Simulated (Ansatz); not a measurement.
## A computed series for hypothetical Fm-3m WGe2: pressure series

Start from WGe$_{2}$ (space group Fm-3m, No. 225; a = 6.078 Å; a hypothetical phase, not in the database extracts checked).

Cell and atoms are relaxed at each pressure.

All numbers come from r2SCAN/PAW in Ansatz (a first-principles code), no SOC.

```json
[
 {"P (GPa)": "-2.01", "V (Å³/atom)": "19.015"},
 {"P (GPa)": "-1.01", "V (Å³/atom)": "18.860"},
 {"P (GPa)": "2.99", "V (Å³/atom)": "18.305"},
 {"P (GPa)": "6.99", "V (Å³/atom)": "17.824"},
 {"P (GPa)": "14.98", "V (Å³/atom)": "17.019"},
 {"P (GPa)": "29.98", "V (Å³/atom)": "15.866"},
 {"P (GPa)": "49.98", "V (Å³/atom)": "14.769"},
 {"P (GPa)": "75.00", "V (Å³/atom)": "13.787"},
 {"P (GPa)": "100.00", "V (Å³/atom)": "13.027"}
]
```

Fit a third-order Birch–Murnaghan equation of state.

Least squares on P(V) = (3B₀/2)[(V₀/V)^(7/3) − (V₀/V)^(5/3)]·[1 + (3/4)(B₀′ − 4)((V₀/V)^(2/3) − 1)] gives V₀ = 18.71 Å³/atom, B₀ = 130 GPa and B₀′ = 4.2.

Load acts through the strain it causes; cell and atoms are relaxed under it. No phonon test of stability was made. No other phases were tried under pressure. The final runs are not spin-polarised. WGe2 has a high density of states at the Fermi level and may be magnetic at this level.
